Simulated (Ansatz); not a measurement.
Convergence study of shifted k-point meshes for MgPd (P4mm, 2 atoms in the cell)

```yaml
crystal:
  lattice:
    - [3.13960, 0.00000, 0.00000]
    - [0.00000, 3.13960, 0.00000]
    - [0.00000, 0.00000, 3.13960]
  atoms:
    - { symbol: Mg, position: [0.00000, 0.00000, 0.01593] }
    - { symbol: Pd, position: [0.50000, 0.50000, 0.50000] }
```

Level of theory: LDA (PW92), default PAW files made with PBE (plane waves; Ansatz, a program for electronic structure).

Base settings: basis.ecutwfc = 30.9 Ry; kpoints.mp_grid.grid = 11 11 11; hamiltonian.xc = lda; hamiltonian.pseudopotentials = {kind: paw} (the program's default PAW files); scf.occupations.method = gaussian; scf.occupations.width = 0.0073 Ry.

In this ladder: kpoints.mp_grid.shift = 0.5 0.5 0.5.

Only quantities that move along the ladder and can be compared are tabulated.

The count of work is k-points × plane waves × bands × iterations; it is no time. 

The starting cell comes from a database of computed structures (which also holds hypothetical and non-ambient phases and stackings), without a prior relaxation at this level. Its lattice was rescaled by up to half a per cent. One atom was moved a little off its site on purpose. Spin polarisation is off. In the base run, with a pressure of about -3 GPa the cell is away from its equilibrium volume at this level. Ansatz's pressure includes its estimate of the finite-basis (Pulay) stress.

| kpoints.mp_grid.grid | free energy less the last step's (meV/atom) | pressure (GPa) | largest difference of a force vector from the last step's (eV/Å) | count of work / last |
|---|---|---|---|---|
| 2 2 2 | -939.36 | -14.91 | 0.014 | 0.00038 |
| 3 3 3 | 199.96 | 0.83 | 0.003 | 0.0023 |
| 4 4 4 | -66.14 | -5.42 | 0.006 | 0.0023 |
| 5 5 5 | 35.93 | -2.54 | 0.001 | 0.0069 |
| 6 6 6 | 0.54 | -4.17 | 0.002 | 0.0069 |
| 7 7 7 | 4.95 | -3.42 | 0.000 | 0.015 |
| 8 8 8 | 5.38 | -3.78 | 0.002 | 0.015 |
| 9 9 9 | -3.48 | -3.71 | 0.001 | 0.029 |
| 10 10 10 | 4.12 | -3.64 | 0.002 | 0.029 |
| 11 11 11 | -4.44 | -3.71 | 0.000 | 0.048 |
| 12 12 12 | 2.69 | -3.63 | 0.001 | 0.048 |
| 14 14 14 | 1.57 | -3.65 | 0.001 | 0.075 |
| 15 15 15 | -0.67 | -3.75 | 0.000 | 0.11 |
| 17 17 17 | -0.28 | -3.72 | 0.000 | 0.16 |
| 18 18 18 | 0.16 | -3.69 | 0.000 | 0.16 |
| 20 20 20 | 0.06 | -3.71 | 0.000 | 0.21 |
| 23 23 23 | 0.03 | -3.68 | 0.000 | 0.36 |
| 25 25 25 | 0.07 | -3.69 | 0.000 | 0.45 |
| 28 28 28 | -0.04 | -3.70 | 0.000 | 0.57 |
| 31 31 31 | 0.14 | -3.69 | 0.000 | 0.84 |
| 34 34 34 | 0.00 | -3.70 | 0.000 | 1.0 |

Coarsest kpoints.mp_grid.grid that holds the pressure within 0.2 GPa of the last step, with all finer ones: 8 8 8, at 0.015 of the last step's count of work; the step before is off by 0.28 GPa.

Coarsest kpoints.mp_grid.grid that holds the free energy within 2 meV/atom of the last step, with all finer ones: 14 14 14, at 0.075 of the last step's count of work; the step before is off by 2.7 meV/atom.

Coarsest kpoints.mp_grid.grid that holds the forces within 0.005 eV/Å of the last step, with all finer ones: 5 5 5, at 0.0069 of the last step's count of work; the step before is off by 0.006 eV/Å.

Two neighbours can agree and both be off: 7 7 7 and 8 8 8 differ by 0.43 meV/atom in the free energy, yet lie about 5.4 meV/atom from the last step.

Keys are those of Ansatz 0.2.
